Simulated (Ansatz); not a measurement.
Pressure series in hypothetical R3c SnTeO3

Start from SnTeO3 (space group R3c, No. 161; a hypothetical phase, not in the database extracts checked).

```
CELL_PARAMETERS angstrom
      3.26542     1.88529     4.74077
     -3.26542     1.88529     4.74077
      0.00000    -3.77058     4.74077
ATOMIC_POSITIONS crystal
  Sn 0.53001 0.53001 0.53001
  Sn 0.03001 0.03001 0.03001
  Te 0.81456 0.81456 0.81456
  Te 0.31456 0.31456 0.31456
  O  0.39238 0.15568 0.63446
  O  0.63446 0.39238 0.15568
  O  0.15568 0.63446 0.39238
  O  0.13446 0.65568 0.89238
  O  0.65568 0.89238 0.13446
  O  0.89238 0.13446 0.65568
```

Cell and atoms are relaxed at each pressure.

The values are results of PBE, PAW, 420 eV (Ansatz, a program for electronic structure; scalar-relativistic without spin-orbit coupling), not measurements.

```tsv
pressure (GPa)	volume per atom (Å³/atom)
0	17.511
0.3	?
0.7	16.931
1.5	16.433
3	15.785
5	15.163
7.5	14.590
10	14.144
```

Problem. Fit the third-order Birch–Murnaghan form P(V) = (3B₀/2)[(V₀/V)^(7/3) − (V₀/V)^(5/3)]·[1 + (3/4)(B₀′ − 4)((V₀/V)^(2/3) − 1)] (squares taken in P) to the rows shown and predict the withheld row.

Solution. Least squares on the printed values gives V₀ = 17.509 Å³/atom, B₀ = 17.3 GPa, B₀′ = 10.7; this predicts 17.232 Å³/atom, and the run gives 17.252 Å³/atom, 0.020 higher.

Load acts through the strain it causes; cell and atoms are relaxed under it. No phonon test of stability was made. Competing high-pressure phases were not computed.
